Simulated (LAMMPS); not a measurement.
LAMMPS 22 Jul 2025, classical MD, EAM (Cu_mishin1.eam.alloy): Cu, 15587 atoms.

```yaml
task: MD, nve
potential: EAM, Cu_mishin1.eam.alloy
copies_of_the_repeat_unit: 20×20×20
shape (slab and sphere leave vacuum in the box): sphere
temperature: 800 K
steps: 2000
timestep: 2 fs
neighbor_skin: 2 Å
neigh_modify: every 1 delay 0 check yes
thermo: 100
newton: on (default)
atom_modify sort (bins of 2 Å where set): 1000 (default)
comm_style: brick (default)
box: 144.6 × 144.6 × 144.6 Å, the particle off centre in vacuum
start: generated fcc lattice, warmed in an untimed run
compared_values: energy and forces of the first step, drift over the run
```

It runs on a single node (Arm Neoverse V2, 96 cores on 1 socket, no SMT, 1 L3 cache group).

Each time is the median wall time of two to five repeats, run one at a time on the otherwise empty machine; start-up is included. Unless noted, each process is bound to its own block of adjacent cores. The times hold for this build (PyPI wheel: MPICH, OPENMP and OPT packages). Scratch files lie in a memory file system. A preparatory run goes ahead and isn't timed.

First run (64 ranks, processors = * * * (default), balance = none (default)):

```
Loop time of 4.72304 on 64 procs for 2000 steps with 15587 atoms

Performance: 73.173 ns/day, 0.328 hours/ns, 423.456 timesteps/s, 6.600 Matom-step/s
88.4% CPU use with 64 MPI tasks x 1 OpenMP threads

MPI task timing breakdown:
Section |  min time  |  avg time  |  max time  |%varavg| %total
---------------------------------------------------------------
Pair    | 0.053768   | 1.3242     | 4.3858     | 125.6 | 28.04
Neigh   | 0.00011242 | 0.01472    | 0.13008    |  31.9 |  0.31
Comm    | 0.0034248  | 0.053968   | 0.42552    |  39.7 |  1.14
Output  | 0.00051613 | 0.0015137  | 0.0016765  |   0.9 |  0.03
Modify  | 0.00028003 | 0.0033512  | 0.024631   |  13.6 |  0.07
Other   |            | 3.325      |            |       | 70.41

Nlocal:        243.547 ave        1970 max           0 min
Histogram: 56 0 0 0 0 0 0 0 0 8
Nghost:        420.109 ave        2540 max           0 min
Histogram: 32 24 0 0 0 0 0 0 0 8
Neighs:          15277 ave      130966 max           0 min
Histogram: 56 0 0 0 0 0 0 0 2 6

Total # of neighbors = 977729
Ave neighs/atom = 62.727209
Neighbor list builds = 46
Dangerous builds = 0
```

Second run:

```
Loop time of 2.60239 on 64 procs for 2000 steps with 15587 atoms

Performance: 132.801 ns/day, 0.181 hours/ns, 768.524 timesteps/s, 11.979 Matom-step/s
83.2% CPU use with 64 MPI tasks x 1 OpenMP threads

MPI task timing breakdown:
Section |  min time  |  avg time  |  max time  |%varavg| %total
---------------------------------------------------------------
Pair    | 0.029068   | 0.85793    | 2.2589     |  86.2 | 32.97
Neigh   | 0.00024972 | 0.015319   | 0.066366   |  15.8 |  0.59
Comm    | 0.0012901  | 0.38276    | 1.2468     |  67.6 | 14.71
Output  | 0.00045432 | 0.0014035  | 0.0019763  |   1.6 |  0.05
Modify  | 0.00021639 | 0.0034464  | 0.011844   |   6.6 |  0.13
Other   |            | 1.342      |            |       | 51.55

Nlocal:        243.547 ave         969 max           0 min
Histogram: 36 0 2 6 2 6 4 4 0 4
Nghost:        1728.56 ave        5460 max           0 min
Histogram: 32 4 2 2 4 2 2 4 4 8
Neighs:          15277 ave       64829 max           0 min
Histogram: 35 3 3 5 2 5 5 2 1 3

Total # of neighbors = 977729
Ave neighs/atom = 62.727209
Neighbor list builds = 46
Dangerous builds = 0
```

Q: Both blocks come from the same system on the same machine. Which change was made from the first run to the second?
(A) processors = 4 4 4
(B) balance = fix b all balance 200 1.1 shift xyz 10 1.05
(C) processors = 1 1 64
(D) processors = 8 8 1

A: C, processors = 1 1 64. The largest move is in other (Other): 3.3 s to 1.3 s. The slowest rank's pair time is 3.31 times the mean in the first run and 2.63 times in the second; the others wait. As resolved by the program: grid of ranks 4 by 4 by 4 against 1 by 1 by 64. The other changes gave 5.0 s (processors = 4 4 4), 1.1 s (balance = fix b all balance 200 1.1 shift xyz 10 1.05), 4.4 s (processors = 8 8 1), against 2.8 s here and 5.0 s at first.
